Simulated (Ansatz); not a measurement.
Input:

```yaml
crystal:
  lattice:
    - [0.00000, 3.17175, 3.17175]
    - [3.17175, 0.00000, 3.17175]
    - [3.17175, 3.17175, 0.00000]
  atoms:
    - { symbol: K, position: [0.00000, 0.00000, 0.00000] }
    - { symbol: Cl, position: [0.50000, 0.50000, 0.50000] }
```

No spin polarisation.

Level of theory: Kohn–Sham DFT with the PBE functional, run in Ansatz (a first-principles code) with PAW and 420 eV plane waves, no spin-orbit coupling. Settings: 9×9×9 k-points, 0.05 eV Fermi–Dirac smearing.

What is the computed electron mass?

0.45 mₑ (at Γ).

Estimate the band gap.

5.11 eV.

Estimate the gap character.

Direct at Γ.

Estimate the width of the top valence band.

0.46 eV.

Load acts through the strain it causes; cell and atoms are relaxed under it. Masses are band curvatures over ±0.01 Å⁻¹ around the edge. Whether these cells are dynamically stable was not tested. The cell was made from KCl in the rock salt structure (space group Fm-3m, No. 225) by this change: pressure 0.3 GPa.
